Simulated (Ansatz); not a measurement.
## SrTe in the rock salt structure (space group Fm-3m, No. 225)

```cif
data_SrTe
_chemical_formula_sum 'Sr1 Te1'
_space_group_name_H-M_alt 'P 1'
_space_group_IT_number 1
_cell_length_a 4.75107
_cell_length_b 4.75107
_cell_length_c 4.75107
_cell_angle_alpha 60.000
_cell_angle_beta 60.000
_cell_angle_gamma 60.000
loop_
_space_group_symop_operation_xyz
  'x, y, z'
loop_
_atom_site_label
_atom_site_type_symbol
_atom_site_fract_x
_atom_site_fract_y
_atom_site_fract_z
_atom_site_occupancy
Sr1 Sr 0.00000 0.00000 0.00000 1
Te1 Te 0.50000 0.50000 0.50000 1
```

Calculations: plane-wave PAW DFT at the PBE level (Ansatz, a program for electronic structure, 420 eV), no SOC. Settings: 9×9×9 k-points, 0.05 eV Fermi–Dirac smearing.

```yaml
volume_per_atom: 37.92 Å³
density: 4.71 g/cm³
band_gap: 1.78 eV, indirect, Γ → X
electron_mass: 1.3 mₑ along k, 0.26 mₑ across
Hole mass (degenerate bands, along [100]): 0.16, 0.94, 0.94 mₑ
Lowest conduction-band minima above the VBM: X along ⟨100⟩ 1.78 eV; Γ 2.75 eV
total_energy: -5263.840 eV/atom (σ→0; compares only within this code and set-up)
```

Spin-orbit coupling, missing from the scalar runs, can matter with Te. Effective masses come from finite differences of ±0.01 Å⁻¹. Along k means along the line from Γ to the band edge. No phonon test of stability was made.
